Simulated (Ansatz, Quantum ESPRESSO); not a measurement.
## HgTe (F-43m, 2 atoms in the cell) computed with different codes at matched settings

Self-consistent single point.

```yaml
crystal:
  lattice:
    - [0.00000, 3.34526, 3.34526]
    - [3.34526, 0.00000, 3.34526]
    - [3.34526, 3.34526, 0.00000]
  atoms:
    - { symbol: Hg, position: [0.00000, 0.00000, 0.00000] }
    - { symbol: Te, position: [0.25000, 0.25000, 0.25000] }
```

Shared settings, as Ansatz (a quantum-chemistry and plane-wave program) writes them: kpoints.mp_grid.grid = 7 7 7; magnetization.spin_orbit = true; scf.occupations.method = gaussian; scf.occupations.width = 0.2 eV. Potentials and cutoffs stand in the table.

```csv
code,model,pressure (GPa),cutoff
Quantum ESPRESSO,"PBE, spin-orbit coupling, PseudoDojo fully relativistic norm-conserving (PBE) pseudopotentials",-0.89,80 Ry
Ansatz,"PBE with spin-orbit coupling, default PAW files",-0.90,default
```

No clean gap comes from Quantum ESPRESSO and Ansatz: levels at the Fermi energy touch, overlap or are partly filled at this smearing.

The spread over the programs that give each value: pressure within 0.01 GPa.

Ansatz's pressure is given at a fixed set of plane waves, as the other plane-wave codes print theirs.

The starting cell comes from a database of computed structures (which also holds hypothetical and non-ambient phases and stackings), without a prior relaxation at this level. Its lattice was rescaled by a random factor within 2.5 % of one.

Left out of this page: Elk (with a known weakness of the program); FLEUR (stopped by limits of time or memory); SIESTA (not drawn, or without a comparable value).

Keys are those of Ansatz 0.2.
